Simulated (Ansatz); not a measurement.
# MgO: energy against strain

MgO (rock salt, Fm-3m, 8.993 Å³/atom at rest, cube axes along x, y and z) under a strain ε along a cube axis (axis z), the other axes held. LDA in Ansatz, a plane-wave DFT program (PAW, default set), 420 eV, 14×14×14 Γ-centred mesh, Fermi-Dirac smearing 0.05 eV; ions are relaxed within the symmetry of each cell.

Here s stands for strain and y for E less E0.

| strain (%) | E less E0 (meV/atom) |
|---|---|
| -1.50 | 2.21 |
| -1.00 | 0.97 |
| -0.50 | 0.24 |
| 0.00 | 0.00 |
| 0.50 | 0.25 |
| 1.00 | 0.91 |
| 1.50 | 1.95 |
| 3.00 | ? |

Task: Fit y against s with a parabola, and predict the withheld value at s = 3.00.

Result: Least squares gives y = 0.012 - 0.0636·s + 0.9205·s². Residuals (row less fit): 0.031, -0.026, -0.034, -0.012, 0.040, 0.041, -0.038; standard error 0.044 (degrees of freedom: 4). Twice the quadratic coefficient over the volume, 2 × 0.9205 meV × 10⁴ × 0.1602 / 8.993 Å³, is the elastic constant C11 = 328 ± 7 GPa. At the withheld row, y = 0.012 - 0.0636 × 3.0 + 0.9205 × 3.0² = 8.106 meV/atom. The calculation gives 7.31 meV/atom, 0.796 meV/atom below the prediction (10.9 % of the range of y in the table). The row lies outside the fitted rows, so this is an extrapolation. From the scatter of the fitted rows alone, a prediction at this place has a standard error of 0.167 meV/atom, so the miss is 4.8 times that.

One order more, fitted to all 13 runs of the series, follows each within 0.02, so the miss is the next term of a smooth law. Rows are the converged runs of the series near zero and its far end; series whose fitted rows scatter by over a few per cent of the range, as at a crossing or softening among them, aren't shown in this form. Most that stay on the fit to the last digits aren't either.
